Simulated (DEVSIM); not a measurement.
Structure: TaN/Al2O3/SiO2/p-Si capacitor, at 300 K.

Layer 1 from the left is Al2O3, thickness (nm) 9.50. Layer 2 from the left is SiO2, thickness (nm) 0.780. Layer 3 from the left is Si, thickness (nm) 870, Na (cm⁻³) 4.4e16.

Metal gate on the left, work function 4.4 eV. Fixed charge at the semiconductor interface 7.1e10 cm⁻² (in units of +e); no interface traps.

This is a model device: material constants are rounded textbook-type values typed into the input, and sizes, dopings and lifetimes were drawn at random. Values at 300 K.

Al2O3: gap (eV) 6.8, affinity (eV) 1.35, permittivity 9. SiO2: gap (eV) 9, affinity (eV) 0.9, permittivity 3.9. Si: gap (eV) 1.124, affinity (eV) 4.05, permittivity 11.7, Nc (cm⁻³) 2.86e19, Nv (cm⁻³) 3.1e19.

**Question.** Estimate by hand the flat-band voltage, the threshold voltage, and compare with a numerical solution.

**Answer.** 
- Flat-band voltage: C = 0.705 μF/cm², work-function difference -0.604 V; VFB = φms − qNf/C = -0.62 V; numerical -0.62 V.
- Threshold voltage: φF = 0.394 V, depletion charge √(4εqNφF) = 1.07e-7 C/cm²; VT = VFB + 2φF + Qd/C = 0.32 V; numerical 0.32 V.

Model (solved in DEVSIM): 1D Poisson equation in equilibrium, Boltzmann statistics, complete ionisation; no quantum confinement or tunnelling. Metal contacts follow the ideal Schottky-Mott rule: no Fermi-level pinning, no interface dipoles.
